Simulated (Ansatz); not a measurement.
The starting structures come from a database of crystals and need not be the phases stable at ambient conditions.

By PBEsol, the system below comes out a metal.

The ballistic (Sharvin) conductance counts the channels at the Fermi level: G/A = (e²/h) × channels of both spins per area.

Here is the system:

```yaml
crystal:
  lattice:
    - [4.93918, 0.00000, 0.00000]
    - [0.00000, 5.29657, 0.00000]
    - [0.00000, -2.64829, 4.58696]
  atoms:
    - { symbol: Ta, position: [0.24638, 0.66637, 0.66637] }
    - { symbol: Ta, position: [0.75362, 0.33363, 0.33363] }
    - { symbol: Ta, position: [0.24638, 0.00000, 0.33363] }
    - { symbol: Ta, position: [0.75362, 0.00000, 0.66637] }
    - { symbol: Ta, position: [0.24638, 0.33363, 0.00000] }
    - { symbol: Ta, position: [0.75362, 0.66637, 0.00000] }
    - { symbol: N, position: [0.50000, 0.33333, 0.66667] }
    - { symbol: N, position: [0.50000, 0.66667, 0.33333] }
    - { symbol: N, position: [0.00000, 0.00000, 0.00000] }
```

Space group of this cell: P-31m. The cell is taken as given; by PBEsol its mean pressure is -5.3 GPa.

The current flows along the normal of the first two printed cell vectors, the (100) plane of the conventional cell. No spin-orbit coupling; the value is a mean over 0.1 eV about the Fermi level.

Q: Give the ballistic conductance per area that PBEsol (Ansatz, an electronic-structure program) yields.

A: 0.37 × 10¹⁵ S/m² for both spins.
